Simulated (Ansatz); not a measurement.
A periodic model of amorphous Sn18Se36:

```xyz
54
Lattice="11.8155 0.0000 0.0000 0.0000 11.8155 0.0000 0.0000 0.0000 11.8155" Properties=species:S:1:pos:R:3 pbc="T T T"
Sn     0.9257     3.2832     2.1380
Sn     1.3622    11.0469     1.4266
Sn     6.1972    10.7602     0.2776
Sn     6.1247     6.6107    10.3867
Sn     7.0916    11.7723     5.3741
Sn    11.1703    11.3728     8.7821
Sn     3.5939     3.3595     9.8855
Sn     8.4730     8.1036     4.9968
Sn    10.0913     6.1456    11.5207
Sn     0.4058     7.0568     5.3901
Sn    11.2642     3.2314     6.0325
Sn     2.9722    10.3372     4.9084
Sn     7.0830     3.4247     0.4663
Sn     4.6495    10.2749     8.2896
Sn     9.5200     9.5342     1.4378
Sn     6.7970     3.5426     5.0103
Sn     8.2898     1.9549     8.9565
Sn     2.2354     6.4128     0.9890
Se     1.8639     0.8623     8.4497
Se     2.6076     5.3979     8.2785
Se     2.9712     8.5869     6.7581
Se     1.8983     1.7627     6.2521
Se     7.9791     7.3242     8.5647
Se     7.7005     6.3400     0.8225
Se     2.6331     9.1221     2.5927
Se     6.1199     2.0935     7.0834
Se     1.3500     8.0915    10.0977
Se     8.4649     9.7993    10.9814
Se     6.0366     7.2709     5.5488
Se     5.0754     5.1774     8.3639
Se     5.5645     5.6060     3.9650
Se     0.3810     4.4150    11.6032
Se     4.6788     0.2514     4.2205
Se     0.8200     0.0620     4.9679
Se    11.6720     5.3209     7.5663
Se     7.2426     9.4665     7.5973
Se     7.5053     9.6007     3.0479
Se    10.8372    11.5485     2.3227
Se     4.6347     8.8168    10.6173
Se    10.6565     2.7091     3.4806
Se     4.6258     4.8765     0.2692
Se    10.2036     1.3195    10.5757
Se     1.5183    10.4429    10.7005
Se     8.8527     4.8198     6.0299
Se     7.3843     1.7638     3.2550
Se     2.6244     1.4917     1.2822
Se    10.8167     7.7370     9.5182
Se    11.0997     7.4843     1.8195
Se     9.8011     1.1635     6.7925
Se     8.2631     4.4232     9.8933
Se     9.6930     5.9384     3.9976
Se     2.1828     5.0482     3.4269
Se    10.5348     9.1202     6.1096
Se     6.1156     1.1835    10.4197
```

The numbers are results of PBE, scalar-relativistic without spin-orbit coupling, PAW (Ansatz default set, large-core Se) (plane waves to 420 eV; Ansatz, a quantum-chemistry and plane-wave program), not measurements.

A CHGNet melt-quench gave the starting glass, which DFT then relaxed. The hot cell started wider than the set density and was brought back towards it in steps. It is the lowest in DFT energy of 4 quenches. It is a model cell: composition and starting density were chosen by hand, and all elements were melted together. No dispersion term was used. Its density started from a set value of 5.01 and ended at 5.01 g/cm³. The quench (nominally 17 K/ps over its main leg) was far faster than any real one, so the model tends to hold more defects than a real film. Values belong to this one cell and scatter from quench to quench. The volume was held where the preparation left it, at a PBE pressure of 0.9 GPa. Stress components on the final sampling reach 1.0 GPa. On a 2×2×2 Γ-centred mesh force components of up to 0.15 eV/Å stay, since the relaxation ran on one k-point at (1/4, 1/4, 1/4).

Neighbours within Sn-Sn 3.34 Å, Sn-Se 3.08 Å, Se-Se 2.76 Å count as bonded.

Problem. Give the coordination numbers, mean bond lengths and angles.

Solution. 
The mean coordination of Sn is 3.83 (1 with 2, 5 with 3, 8 with 4, 4 with 5). The mean coordination of Se comes out as 2.36 (24 with 2, 11 with 3, 1 with 4) and the mean Sn-Se bond is 2.726 Å (spread 0.137 Å, 69 counted). The mean Se-Se bond is 2.425 Å (spread 0.046 Å, 8 counted) and the bond angle at Sn comes out as mean 103.7°, spread 21.6°. The bond angle at Se is mean 99.3°, spread 15.2°.

Problem. List the pairs of like atoms that count as bonded by the rules above.

Solution. Se19-Se22 (2.38 Å), Se20-Se30 (2.48 Å), Se22-Se34 (2.39 Å), Se23-Se36 (2.46 Å), Se27-Se47 (2.45 Å), Se27-Se43 (2.43 Å), Se29-Se31 (2.35 Å), Se44-Se51 (2.47 Å).

Problem. What Bader charges do the atoms carry, from a run on one k-point at (1/4, 1/4, 1/4)?

Solution. Means (range): Sn +1.00 e (+0.82 to +1.14), Se -0.50 e (-0.78 to -0.04).
```csv
atom,charge (e)
Sn1,+1.12
Sn2,+1.13
Sn3,+0.84
Sn4,+1.14
Sn5,+0.84
Sn6,+0.87
Sn7,+0.86
Sn8,+1.10
Sn9,+1.10
Sn10,+0.87
Sn11,+1.07
Sn12,+1.07
Sn13,+0.88
Sn14,+0.82
Sn15,+1.12
Sn16,+1.08
Sn17,+1.13
Sn18,+0.90
Se19,-0.37
Se20,-0.29
Se21,-0.63
Se22,-0.04
Se23,-0.28
Se24,-0.58
Se25,-0.66
Se26,-0.63
Se27,-0.05
Se28,-0.62
Se29,-0.18
Se30,-0.41
Se31,-0.27
Se32,-0.62
Se33,-0.61
Se34,-0.29
Se35,-0.49
Se36,-0.46
Se37,-0.67
Se38,-0.54
Se39,-0.68
Se40,-0.51
Se41,-0.78
Se42,-0.68
Se43,-0.39
Se44,-0.39
Se45,-0.65
Se46,-0.59
Se47,-0.17
Se48,-0.64
Se49,-0.67
Se50,-0.68
Se51,-0.29
Se52,-0.69
Se53,-0.65
Se54,-0.75
```
